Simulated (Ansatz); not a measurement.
Converging zone-centre phonons against the mesh: CuPd (Pm-3m, 2 atoms in the cell)

```
CELL_PARAMETERS angstrom
      2.96552     0.00000     0.00000
      0.00000     2.96552     0.00000
      0.00000     0.00000     2.96552
ATOMIC_POSITIONS crystal
  Cu 0.00000 0.00000 0.00000
  Pd 0.50000 0.50000 0.50000
```

Level of theory: LDA (PW92), default PAW files made with PBE (plane waves; Ansatz, a quantum-chemistry and plane-wave program).

Base settings: basis.ecutwfc = 420 eV; kpoints.mp_grid.grid = 11 11 11; hamiltonian.xc = lda; hamiltonian.pseudopotentials = {kind: paw} (the program's default PAW files); scf.occupations.method = gaussian; scf.occupations.width = 0.1 eV.

In this ladder: phonons.method = dfpt.

Frequencies are those of the unrelaxed cell, without the LO-TO term of polar crystals.

Only quantities that move along the ladder and can be compared are tabulated.

Core times come from one kind of shared machine, to one figure; runs under 30 s give none.

The starting cell comes from a database of computed structures (which also holds hypothetical and non-ambient phases and stackings), without a prior relaxation at this level. Its lattice was rescaled by up to half a per cent. Spin polarisation is off. In the base run, with a pressure of about -7 GPa the cell is away from its equilibrium volume at this level.

Steps (kpoints.mp_grid.grid): 3 3 3; 4 4 4; 5 5 5; 6 6 6; 7 7 7; 9 9 9; 13 13 13; 16 16 16; 20 20 20; 25 25 25.

Q: What is the coarsest kpoints.mp_grid.grid that holds the highest zone-centre frequency within 10 cm⁻¹ of the last step, with all finer ones?

A: 4 4 4; the step before is off by 16 cm⁻¹.

```csv
kpoints.mp_grid.grid,highest zone-centre frequency (cm⁻¹),core time / last (rough)
3 3 3,228.7,–
4 4 4,217.4,–
5 5 5,209.1,–
6 6 6,209.1,–
7 7 7,215.7,–
9 9 9,211.6,–
13 13 13,212.4,–
16 16 16,212.4,0.3
20 20 20,212.1,0.5
25 25 25,212.3,1
```

Keys are those of Ansatz 0.2.
